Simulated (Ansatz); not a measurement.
**Rh, element substitutions**

The parent structure is Rh in the fcc (Cu type) structure (space group Fm-3m, No. 225; a = 3.7800 Å).

Each row replaces one element on all its sites; cell and atoms are relaxed.

Method: PBEsol in Ansatz (plane waves to 420 eV, PAW, spin-orbit coupling left out).

For the base:

```
Property               Value
-------------------  -------
Lattice parameter a  3.780 Å
```

Question: The aim is a lattice parameter a between 4.826 Å and 5.065 Å. Which of these changes reaches it?
(A) Rh → W
(B) Rh → Bi
(C) Rh → Ir

Answer: B, Rh → Bi. It gives 4.943 Å; Rh → W gives 3.998 Å; Rh → Ir gives 3.830 Å. Changes not listed may reach it too

No phonon test of stability was made. As relaxed here, Bi is a hypothetical phase, not in the database extracts checked. The final runs are not spin-polarised. This is not the structure that W has at room temperature and ambient pressure.

Ansatz is an electronic-structure program.
